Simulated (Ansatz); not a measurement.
A computed series for Mg: element substitutions

Base system: Mg in the hcp (Mg type) structure (space group P6_3/mmc, No. 194; a = 3.175 Å, c = 5.185 Å).

Each row replaces one element on all its sites; cell and atoms are relaxed.

Calculations: r2SCAN in Ansatz (plane waves to 500 eV, PAW, no SOC), earlier PAW set.

Candidates:
(a) Mg → Y
(b) Mg → Sc
(c) Mg → Al

Base values:

The lattice parameter a is 3.175 Å.

**Question.** Order them by lattice parameter a, lowest first.

**Answer.** (c) Mg → Al (2.817 Å), (b) Mg → Sc (3.331 Å), (a) Mg → Y (3.683 Å)

Whether these cells are dynamically stable was not tested. For Al in this form, whether it has been made was not checked. All final runs are without spin polarisation. This is not the structure that Al has at room temperature and ambient pressure.

Ansatz is a first-principles code.
